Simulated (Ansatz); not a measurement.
# Cohesive energy of NiAs-type NiSb at several levels of theory

No measured value is used here.

```csv
level (code),value (eV/atom),cell (Å³/atom)
LDA (Ansatz),…,16.38
PBE (Ansatz),3.98,17.65
PBEsol (Ansatz),…,16.83
r²SCAN (Ansatz),…,17.13
B3LYP (VWN-RPA form) (Ansatz),2.77,17.89
HSE06 (Ansatz),3.23,16.87
PBE0 (Ansatz),3.21,16.82
r²SCAN0 (Ansatz),2.93,16.59
r²SCANh (Ansatz),3.50,16.88
```

What belongs in the gaps?


- LDA (Ansatz, a program for electronic structure), value (eV/atom): 5.19
- PBEsol (Ansatz), value (eV/atom): 4.60
- r²SCAN (Ansatz), value (eV/atom): 3.85

Free atoms are spin-polarised, in the lowest state found; at levels without +SOC their spin–orbit coupling is left out.  Density-functional levels without +SOC have no spin–orbit coupling, which shifts binding energies of heavy elements. B3LYP (VWN-RPA form), HSE06, PBE0, r²SCAN0, r²SCANh: the run has no spin polarisation, so it can have missed a magnetic state. B3LYP (VWN-RPA form), HSE06, PBE0, r²SCAN0, r²SCANh: the free atom's electronic state is in doubt. Each level is taken at its own relaxed cell. Cutoffs and k meshes differ between the levels. Ansatz's density-functional and Hartree–Fock values are scalar-relativistic unless marked +SOC, with PAW data made under PBE.
